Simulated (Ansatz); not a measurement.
H interstitial started at a bond centre in zinc-blende BAs: one set of geometries, relaxed with PBE, evaluated in Ansatz (PAW, plane waves to 420 eV, 500 eV under r2SCAN) with PBE, r2SCAN.

Set-up: 64-site cell; 2×2×2 shifted k-points; start: bond centre of B and As, 2.08 Å; charged states image-corrected; energies good to tenths of an eV; flagged in the runs: a doubtful potential alignment, a strain field that reaches the edge of the cell.

| quantity | PBE | r2SCAN |
|---|---|---|
| host gap (eV) | 1.20 | ___ |
| ε(+1/0) above the VBM (eV) | 0.35 | ___ |
| ε(0/−1) above the VBM (eV) | 1.05 | ___ |
| neutral formation energy against H2 molecule in a box (eV) | 2.25 | ___ |
| largest moment on one atom at charge 0 (μB) | 0.08 | ___ |

### Question
Given the lower rungs, what does r2SCAN give?

### Answer

- host gap (eV), r2SCAN: 1.39
- ε(+1/0) above the VBM (eV), r2SCAN: 0.37
- ε(0/−1) above the VBM (eV), r2SCAN: 1.24
- neutral formation energy against H2 molecule in a box (eV), r2SCAN: 2.26
- largest moment on one atom at charge 0 (μB), r2SCAN: 0.09

Ansatz is a quantum-chemistry and plane-wave program.
